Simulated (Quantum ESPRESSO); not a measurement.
Worked example: self-consistent single point of CrI3 (R-3, 8 atoms in the cell) in Quantum ESPRESSO.

Level of theory: PBE+U, GBRV 1.5 ultrasoft (PBE) pseudopotentials (plane waves; Quantum ESPRESSO).

```yaml
crystal:
  lattice:
    - [3.27054, 1.88825, 6.01563]
    - [-3.27054, 1.88825, 6.01563]
    - [0.00000, -3.77649, 6.01563]
  atoms:
    - { symbol: Cr, position: [0.33333, 0.33333, 0.33333], spin: 3.0 }
    - { symbol: Cr, position: [0.66667, 0.66667, 0.66667], spin: 3.0 }
    - { symbol: I, position: [0.08800, 0.75500, 0.42100] }
    - { symbol: I, position: [0.42100, 0.08800, 0.75500] }
    - { symbol: I, position: [0.75500, 0.42100, 0.08800] }
    - { symbol: I, position: [0.91200, 0.24500, 0.57900] }
    - { symbol: I, position: [0.57900, 0.91200, 0.24500] }
    - { symbol: I, position: [0.24500, 0.57900, 0.91200] }
```
(The spins are starting values, not results.)

Reference input (self-consistent single point, DFT, PBE, plane waves, GBRV 1.5 ultrasoft (PBE) pseudopotentials): ecutwfc = 50 Ry; ecutrho = 400 Ry; occupations = smearing; smearing = gauss; degauss = 0.0073499 Ry; nspin = 2; potentials = {Cr: cr_pbe_v1.5.uspp.F.UPF, I: i_pbe_v1.uspp.F.UPF}; K_POINTS = automatic 4 4 4 0 0 0; conv_thr = 1e-10 Ry; mixing_beta = 0.4. This run's input differs from it in these lines:

```diff
@@ -42,2 +42,4 @@
 4 4 4  0 0 0
+HUBBARD {ortho-atomic}
+U Cr-3d 4
```

Log, with long lists cut:

```
     Self-consistent Calculation

     iteration #  1     ecut=    50.00 Ry     beta= 0.40

     =================== HUBBARD OCCUPATIONS ===================
     ------------------------ ATOM    1 ------------------------
     Tr[ns(  1)] (up, down, total) =   4.31321  0.54039  4.85360
     Atomic magnetic moment for atom   1 =   3.77282
     SPIN  1
     eigenvalues:
       0.696  0.696  0.974  0.974  0.974
     SPIN  2
     eigenvalues:
       0.060  0.062  0.062  0.178  0.178
     ------------------------ ATOM    2 ------------------------
     Tr[ns(  2)] (up, down, total) =   4.31321  0.54039  4.85360
   [... lines left out ...]

     iteration # 15     ecut=    50.00 Ry     beta= 0.40

     negative rho (up, down):  0.000E+00 1.035E-02

     Magnetic moment per site  (integrated on atomic sphere of radius R)
     atom   1 (R=0.157)  charge= 12.4170  magn=  3.3789
     atom   2 (R=0.157)  charge= 12.4170  magn=  3.3789
     atom   3 (R=0.157)  charge=  4.0579  magn= -0.1493
     atom   4 (R=0.157)  charge=  4.0579  magn= -0.1493
     atom   5 (R=0.157)  charge=  4.0579  magn= -0.1493
     atom   6 (R=0.157)  charge=  4.0579  magn= -0.1493
     atom   7 (R=0.157)  charge=  4.0579  magn= -0.1493
     atom   8 (R=0.157)  charge=  4.0579  magn= -0.1493
     End of self-consistent calculation

     =================== HUBBARD OCCUPATIONS ===================
     ------------------------ ATOM    1 ------------------------
     Tr[ns(  1)] (up, down, total) =   4.06882  0.41113  4.47995
     Atomic magnetic moment for atom   1 =   3.65769
     SPIN  1
     eigenvalues:
       0.562  0.562  0.982  0.982  0.982
     SPIN  2
     eigenvalues:
       0.033  0.033  0.034  0.155  0.155
     ------------------------ ATOM    2 ------------------------
     Tr[ns(  2)] (up, down, total) =   4.06882  0.41113  4.47995
     Atomic magnetic moment for atom   2 =   3.65769
     SPIN  1
     eigenvalues:
       0.562  0.562  0.982  0.982  0.982
     SPIN  2
     eigenvalues:
       0.033  0.033  0.034  0.155  0.155

     Number of occupied Hubbard levels =    8.9599

   [... lines left out ...]
     the Fermi energy is     7.7472 ev
!    total energy              =    -744.75470188 Ry
     total magnetization       =     6.00 Bohr mag/cell
     absolute magnetization    =     8.72 Bohr mag/cell
     Total force =     0.022401     Total SCF correction =     0.000010
   [... lines left out ...]

     negative rho (up, down):  0.000E+00 1.035E-02
          total   stress  (Ry/bohr**3)                   (kbar)     P=       86.79
   0.00059796  -0.00000000   0.00000000           87.96       -0.00        0.00
  -0.00000000   0.00059796   0.00000000           -0.00       87.96        0.00
  -0.00000000   0.00000000   0.00057409           -0.00        0.00       84.45

   JOB DONE.
```

The run converged in 15 iterations. Against the reference run the pressure goes from 6.04 to 8.68 GPa, the largest force goes from 0.597 to 0.235 eV/Å, no clean gap remains on the mesh (levels overlap or are partly filled), against 0.53 eV before and the size of the net moment stays at 0.75 μB/atom.

The starting cell was generated: these elements placed on a structure prototype, without a prior relaxation; it need not be a known phase or ordering of this composition. Its lattice was rescaled by a random factor within 2.5 % of one. The magnetic order is the one reached from the typed start; others were not searched systematically. With U or open f shells several self-consistent states can exist. With a pressure of about 9 GPa the cell is away from its equilibrium volume at this level.

Cost on one core of a shared machine: roughly 10 min.
